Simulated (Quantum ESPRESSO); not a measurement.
Short convergence ladders for CaPb (P4mm, 2 atoms in the cell)

```
CaPb
1.0
    3.58447     0.00000     0.00000
    0.00000     3.58447     0.00000
    0.00000     0.00000     4.65065
Ca Pb
1 1
Direct
  0.00000   0.00000   0.01075
  0.50000   0.50000   0.50000
```

Base method: PBEsol, PseudoDojo standard norm-conserving (PBESOL) pseudopotentials (plane waves; Quantum ESPRESSO).

Base settings: ecutwfc = 70 Ry; occupations = smearing; smearing = gauss; degauss = 0.0073499 Ry; potentials = {Ca: Ca.upf, Pb: Pb.upf}; K_POINTS = automatic 5 5 4 0 0 0; conv_thr = 1e-10 Ry.

The count of work is k-points × plane waves × bands × iterations; it is no time. Core times come from one kind of shared machine, to one figure; runs under 30 s give none.

**Shifted k-point meshes**

Only quantities that move along the ladder and can be compared are tabulated.

```csv
K_POINTS,free energy less the last step's (meV/atom),pressure (GPa),largest difference of a force vector from the last step's (eV/Å),count of work / last
automatic 2 2 1 1 1 1,354.75,-2.56,0.043,0.0036
automatic 3 3 2 1 1 1,186.86,-1.91,0.002,0.012
automatic 4 4 3 1 1 1,-112.95,-1.81,0.023,0.024
automatic 5 5 4 1 1 1,-29.11,-1.64,0.005,0.038
automatic 7 7 5 1 1 1,6.36,-1.62,0.005,0.095
automatic 18 18 14 1 1 1,0.00,-1.57,0.000,1.0
```

Coarsest K_POINTS that holds the pressure within 0.2 GPa of the last step, with all finer ones: automatic 5 5 4 1 1 1, at 0.038 of the last step's count of work; the step before is off by 0.23 GPa.

Coarsest K_POINTS that holds the forces within 0.02 eV/Å of the last step, with all finer ones: automatic 5 5 4 1 1 1, at 0.038 of the last step's count of work; the step before is off by 0.023 eV/Å.

Coarsest K_POINTS that holds the free energy within 5 meV/atom: not settled: the last two steps still differ by 6.4 meV/atom, over half the tolerance, so the ladder does not show it.

**The width of Fermi-Dirac smearing**

In this ladder: smearing = fd; K_POINTS = automatic 8 8 7 0 0 0.

Narrow widths need finer meshes than wide ones, so the last steps can hold mesh noise.

Only quantities that move along the ladder and can be compared are tabulated; pressure and forces are left out, as mesh noise rules them at narrow widths.

```tsv
degauss	free energy less the last step's (meV/atom)	energy extrapolated to zero width less the last step's (meV/atom)
0.073499 Ry	-955.14	37.55
0.036749 Ry	-202.34	29.75
0.02205 Ry	-58.62	9.15
0.0073499 Ry	0.00	0.00
```

Widest degauss that holds the free energy within 5 meV/atom: not settled: the last two steps still differ by 59 meV/atom, over half the tolerance, so the ladder does not show it.

Widest degauss that holds the energy extrapolated to zero width within 2 meV/atom: not settled: the last two steps still differ by 9.2 meV/atom, over half the tolerance, so the ladder does not show it.

The extrapolation to zero width removes most of the smearing's effect on the energy.

**The mesh under tetrahedron occupations**

In this ladder: occupations = tetrahedra_opt; smearing = default; degauss = default.

Only quantities that move along the ladder and can be compared are tabulated.

| K_POINTS | free energy less the last step's (meV/atom) | pressure (GPa) | largest difference of a force vector from the last step's (eV/Å) | count of work / last | core time / last (rough) |
|---|---|---|---|---|---|
| automatic 4 4 3 0 0 0 | 198.50 | -1.31 | 0.021 | 0.038 | – |
| automatic 5 5 4 0 0 0 | 99.66 | -1.47 | 0.003 | 0.064 | – |
| automatic 6 6 5 0 0 0 | 45.65 | -1.55 | 0.011 | 0.095 | 0.1 |
| automatic 9 9 7 0 0 0 | 16.83 | -1.56 | 0.001 | 0.19 | 0.2 |
| automatic 14 14 11 0 0 0 | 2.10 | -1.59 | 0.000 | 0.69 | 0.9 |
| automatic 17 17 13 0 0 0 | 0.00 | -1.59 | 0.000 | 1.0 | 1 |

Coarsest K_POINTS that holds the free energy within 5 meV/atom of the last step, with all finer ones: automatic 14 14 11 0 0 0; the step before is off by 17 meV/atom.

Coarsest K_POINTS that holds the pressure within 0.05 GPa of the last step, with all finer ones: automatic 6 6 5 0 0 0, at 0.095 of the last step's count of work and about 0.1 of the last step's time; the step before is off by 0.12 GPa.

Coarsest K_POINTS that holds the forces within 0.005 eV/Å of the last step, with all finer ones: automatic 9 9 7 0 0 0, at 0.19 of the last step's count of work and about 0.2 of the last step's time; the step before is off by 0.011 eV/Å.

On the base run: the starting cell comes from a database of computed structures (which also holds hypothetical and non-ambient phases and stackings), without a prior relaxation at this level. Its lattice was rescaled by up to half a per cent. One atom was moved a little off its site on purpose. Without a gap this mesh is coarse (it stands for a supercell whose shortest vector is 18 Å).

Left out of this page: 2 runs of the series outside the window shown, repeating another row's setting, or not comparable.
